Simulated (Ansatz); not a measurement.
A constructed model of the (111) surface of germanium, (√3x√3)R30° Si adatom at H3 (bottom of the slab: 3 H on 3 bottom sites)

Computed with PBE (plane waves to 420 eV, PAW; Ansatz, a quantum-chemistry and plane-wave program).

Slab: 28 atoms, 13.3 Å thick at the start with caps and adatoms (thin: gaps and levels are the slab's own); k 5x5x1, smearing 0.025 eV, dipole-corrected; 6 atoms held, the rest relaxed; start symmetry kept, larger cells not searched; spin-polarised, no spin-orbit, no U. The slab shows no gap on its mesh. The starting moment vanished. In PBE it lies 0.09 eV a 1x1 cell over the lowest computed structure of the same composition ((√3x√3)R30° Si adatom at T4).

The work function of the top face comes out as 4.44 eV, the energy released by relaxation is 0.31 eV and the cost is about 30 core-minutes (a rough figure).
